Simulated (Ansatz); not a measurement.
Input and output of a relaxation of cell and atoms for Ni3Ge (Pm-3m, 4 atoms in the cell) (Ansatz, an electronic-structure program).

Computed with PBEsol, PAW files made with PBE (plane waves; Ansatz).

The change in words: atoms on their sites; basis.ecutwfc: 420 eV → 250 eV; relax: default → cell and atoms. Reference geometry:
```
Ni3Ge
1.0
    3.54092     0.00000     0.00000
    0.00000     3.54092     0.00000
    0.00000     0.00000     3.54092
Ni Ge
3 1
Cartesian
  1.77046   0.00000   1.77046
  0.05000   1.77046   1.77046
  1.77046   1.77046   0.00000
  0.00000   0.00000   0.00000
```

Reference input (self-consistent single point, DFT, PBEsol, plane waves, PAW files made with PBE): basis.ecutwfc = 420 eV; kpoints.mp_grid.grid = 9 9 9; hamiltonian.xc = pbesol; hamiltonian.pseudopotentials = {kind: paw} (the program's default PAW files); scf.occupations.method = gaussian; scf.occupations.width = 0.1 eV. This run's input differs from it in these lines:

Ansatz 0.2 input:
```diff
@@ -7,3 +7,3 @@
     - { symbol: Ni, position: [0.500000, 0.000000, 0.500000] }
-    - { symbol: Ni, position: [0.014121, 0.500000, 0.500000] }
+    - { symbol: Ni, position: [0.000000, 0.500000, 0.500000] }
     - { symbol: Ni, position: [0.500000, 0.500000, 0.000000] }
@@ -11,3 +11,3 @@
 basis:
-  ecutwfc: 420.0
+  ecutwfc: 250.0
 kpoints:
@@ -19,2 +19,4 @@
   occupations: { method: gaussian, width: 0.1 }
+relax:
+  cell: {}
 output:
```

Log, with long lists cut:

```
   [... SCF lines of the steps left out ...]
relax step   1: F+E_penalty+E_count = -21660.50787098 eV  Δ(F+E_penalty+E_count) = +0.000e0 eV  max|allowed force component| = 4.266e-29 eV/Å  Δτ_max = 0.0000 Å  P = +6.407 GPa  Ω = 44.396 Å³  (9 SCF iters, dr2 threshold 1.00e-7 eV, accepted)
relax step   2: F+E_penalty+E_count = -21659.44310272 eV  Δ(F+E_penalty+E_count) = +1.065e0 eV  max|allowed force component| = 5.456e-30 eV/Å  Δτ_max = 0.0000 Å  P = -15.796 GPa  Ω = 45.181 Å³  energy of the carried Pulay correction = -1.042e0 eV  [...]
   [... lines left out ...]
relax step 120: F+E_penalty+E_count = -21660.63181341 eV  Δ(F+E_penalty+E_count) = -9.097e-3 eV  max|allowed force component| = 1.331e-29 eV/Å  Δτ_max = 0.0000 Å  P = -0.000 GPa  Ω = 45.245 Å³  energy of the carried Pulay correction = +9.093e-3 eV  [...]
relax step 121: F+E_penalty+E_count = -21660.63181341 eV  Δ(F+E_penalty+E_count) = +3.638e-12 eV  max|allowed force component| = 1.920e-29 eV/Å  Δτ_max = 0.0000 Å  P = -0.264 GPa  Ω = 45.245 Å³  stress off target by 2.64e-1 GPa  SCF on the basis [...]
basis re-selected at this cell: Δ(F+E_penalty+E_count) = +3.638e-12 eV, ΔP = -0.264 GPa vs the last step
   [... lines left out ...]
Free energy (F): -21660.631813 eV
Fermi energy:    17.497323 eV
Error: variable-cell relaxation did not converge after 121 `relax_step` rows, as none of its last 55 fresh-basis SCF(s) at a relaxed cell met both thresholds with a finite energy. The last misses `relax.cell.stress_tol`: largest allowed force component 1.92e-29 eV/Å (`relax.f_tol` 1.00e-2 eV/Å), stress off the target on the free part of the cell 2.64e-1 GPa (`relax.cell.stress_tol` 5.00e-2 GPa), F+E_penalty+E_count -21660.63181341 eV. The closest is row 63, whose structure comes with this error. Larger ratio of force or stress to its threshold at each such SCF whose figures are numbers: 102.707, 40.224, 40.457, 11.468, 16.562, 9.175, 11.574, 15.983, 4.073, 5.678, 7.918, 15.274, [...]
   [... lines left out ...]
to start a new deck from the relaxed geometry:
  cell:  # Å, volume = 45.2578 Å³
    - [3.5636719075341903, -6.955465901499118e-32, -3.490748024201867e-34]
    - [-6.929786835573954e-32, 3.5636719075341903, -1.604941620322695e-35]
    - [-2.206794727943709e-34, 0.0, 3.5636719075341903]
  atoms:
    - { symbol: Ni, position: [0.49999999999999994, -9.85287982728387e-47, 0.49999999999999994] }
    - { symbol: Ni, position: [-1.0097170521786297e-46, 0.49999999999999994, 0.49999999999999994] }
    - { symbol: Ni, position: [0.49999999999999994, 0.49999999999999994, -3.2447363580519255e-47] }
    - { symbol: Ge, position: [3.2676340609835454e-46, 2.709307399428269e-48, 2.065192713085733e-47] }
```

The relaxation ended unconverged.  The full log also holds: “iter 3 did not close the SCF: its close was put off for the readings that it lacked (scf_convergence_deferred on its scf_iter line)”. The full log also holds: “iter 4 did not close the SCF: its close was put off for the readings that it lacked (scf_convergence_deferred on its scf_iter line)”.

The starting cell comes from a database of computed structures (which also holds hypothetical and non-ambient phases and stackings), without a prior relaxation at this level. Its lattice was rescaled by up to half a per cent. The cutoff lies below the one recommended for these files.

Cost on one core of a shared machine: roughly 4 min.
